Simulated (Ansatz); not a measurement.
Be3N2 (R3m, No. 160, 5 atoms in the cell; start mp-1070456; a measured phase of this formula has another space group)

Method: HSE06 (Ansatz, an electronic-structure program, PAW).

Numerical settings: plane-wave cutoff 460 eV, 10×10×10 k mesh, Fermi–Dirac smearing 0.01 eV, scalar-relativistic PAW data made under PBE.

Cell (relaxed with PBEsol):

```
Be3N2
1.0
    1.41757     0.81843     4.85276
   -1.41757     0.81843     4.85276
    0.00000    -1.63687     4.85276
Be N
3 2
Cartesian
  0.00000   0.00000   2.05379
  0.00000   0.00000   9.93394
  0.00000   0.00000  13.26422
  0.00000   0.00000  11.58579
  0.00000   0.00000   4.24440
```

band gap: 4.03 eV (on the SCF k mesh) (indirect)
smallest direct gap on the k points sampled: 5.13 eV
direct gap at Γ: 7.60 eV

Note: cell and atoms aren't relaxed at this level (pressure -1.7 GPa).

The computed numbers hold no vibrational or temperature effects.

A start named mp-… is a Materials Project structure, which need not be a measured phase.
